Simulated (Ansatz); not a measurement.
Density of states of monolayer TiS₂ below the valence band maximum, HSE06, rigid bands (Ansatz, a quantum-chemistry and plane-wave program); cell area 10.09 Å².

```csv
energy from edge (eV),10⁻³ states/eV/cell
0.006,155
0.031,163
0.056,169
0.081,171
0.106,173
0.131,181
0.156,196
0.181,199
0.206,207
0.231,207
0.256,212
0.281,216
0.319,238
0.344,242
0.369,245
0.394,250
0.419,244
0.444,263
0.469,265
0.494,275
0.519,270
0.544,284
0.569,294
0.594,300
```

What effective density of states at 300 K does this give (∫ g(E) exp(−E/k_BT) dE, both spins, divided by the cell's size)?

4.1e12 cm⁻².

Spin-orbit coupling is left out; where it splits the top of the valence band, N_v and the p-type Seebeck coefficient come out somewhat high without it. Geometry: cell and atoms relaxed with PBE.
